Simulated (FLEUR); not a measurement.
Band structure of RbH (Fm-3m, 2 atoms in the cell).

```yaml
crystal:
  lattice:
    - [0.00000, 3.00408, 3.00408]
    - [3.00408, 0.00000, 3.00408]
    - [3.00408, 3.00408, 0.00000]
  atoms:
    - { symbol: Rb, position: [0.50000, 0.50000, 0.50000] }
    - { symbol: H, position: [0.00000, 0.00000, 0.00000] }
```

Level of theory: PBEsol, all-electron FLAPW (FLEUR), scalar-relativistic valence.

Settings: Kmax = 3.8 1/bohr; GmaxXC = 15.2 1/bohr; xcFunctional = PBEs; jspins = 1; l_soc = F; mode = hist; fermiSmearingEnergy = 0.0001 Htr; mesh (inpgen div1-3) = 5 5 5; inpgen gamma flag = false; Gmax = 15.2 1/bohr; numbands = 0; maxIterBroyd = 99; imix = Anderson; alpha = 0.05.

The starting cell comes from a database of computed structures (which also holds hypothetical and non-ambient phases and stackings), without a prior relaxation at this level. Values depend on the basis (sphere radii, cutoffs, local orbitals), which need not be converged.

Levels in eV from the Fermi level, bands 2 to 8:
```csv
point,2,3,4,5,6,7,8
Γ,-9.82,-9.82,-9.82,-1.76,6.91,6.95,6.95
X,-10.27,-9.99,-9.99,-0.59,4.59,5.46,9.05
W,-10.13,-10.13,-10.01,-0.23,4.97,4.97,6.27
K,-10.19,-10.11,-9.95,-0.27,4.45,5.21,7.62
L,-10.34,-9.87,-9.87,0.19,2.91,6.34,6.34
U,-10.19,-10.11,-9.95,-0.27,4.45,5.21,7.62
```
